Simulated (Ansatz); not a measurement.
We consider white tin (β-Sn), described by LDA (Ansatz, a program for electronic structure, plane waves, PAW).

Settings: plane-wave cutoff 520 eV, 20×20×20 k mesh, Fermi–Dirac smearing 0.05 eV, scalar-relativistic PAW data made under PBE.

Shape and atoms are relaxed at each volume.

Pressure at four volumes; x = ln(V/26.172 Å³). One pressure is withheld.

```tsv
V (Å³/atom)	x	P (GPa)
25.125	-0.0408	2.70
26.172	0.0000	0.00
26.695	0.0198	-1.13
27.219	0.0392	?
```

Pass a parabola P(x) through the three rows shown, estimate the bulk modulus and its pressure derivative near zero pressure, and predict the withheld pressure.

Slopes between the rows: (0.00 − (2.70))/(0.0000 − (-0.0408)) = -66.18 and (-1.13 − (0.00))/(0.0198 − (0.0000)) = -57.07 GPa. Their difference over the span 0.0606 is c = 9.11/0.0606 = 150.3 GPa, so P(x) = 2.70 + (-66.18)(x − (-0.0408)) + 150.3 (x − (-0.0408))(x − (0.0000)). At the middle row B = −dP/dx = −[-66.18 + 150.3 × 0.0408] = 60.0 GPa, and B′ = dB/dP = 2c/B = 5.0. At x = 0.0392 the parabola gives -2.12 GPa; the run gives -2.14 GPa. The Birch–Murnaghan fit to the energies at all volumes has B0 = 60.0 GPa and B′ = 4.8.

Measured, for comparison: bulk modulus 57.0 GPa (temperature not stated, no zero-point or thermal correction; as tabulated in Chen et al. (2023), arXiv:2209.05059). Computed less measured: bulk modulus +5 %. A static lattice is as a rule a little smaller and stiffer than an uncorrected measurement, which can account for part of this in the bulk modulus.

Spin–orbit coupling is not included.
